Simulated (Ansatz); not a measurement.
Data:

```xyz
3
Lattice="3.5583 0.0000 0.0000 0.0000 3.5583 0.0000 1.7791 -1.7791 2.5161" Properties=species:S:1:pos:R:3 pbc="T T T"
Hf     0.0000     0.0000     0.0000
O      1.7791     0.0000     1.2580
O      3.5583     1.7791     1.2580
```

Space group of this cell: Fm-3m, fluorite. The cell is taken as given; by r2SCAN its mean pressure is 4.4 GPa.

All values below come from r2SCAN (plane waves, PAW; Ansatz, a first-principles code).

The current runs along the normal of the first two printed vectors; no spin-orbit coupling. Scaled by the factor s: both lengths across the current (ions clamped). The meshes follow the cell: 12×12×12 and 10×10 across at s = 0.98, 12×12×12 and 8×8 across at s = 1.00, 12×12×12 and 8×8 across at s = 1.02.

```
s     mean pressure (GPa)  band gap (eV)
----  -------------------  -------------
0.98                 17.1              ?
1.00                  4.4           4.34
1.02                 -6.2           4.08
```

Take the slope of the band gap against ln s from the two given rows, extrapolate to s = 0.98, and say what the run there gives.

Slope = (4.08 − 4.34) / ln 1.02 = -13.1 eV. The line gives 4.34 + (-13.1) × ln 0.98 = 4.61 eV. The run gives 4.33 eV, 0.28 eV under the line, 104 % of the predicted step.
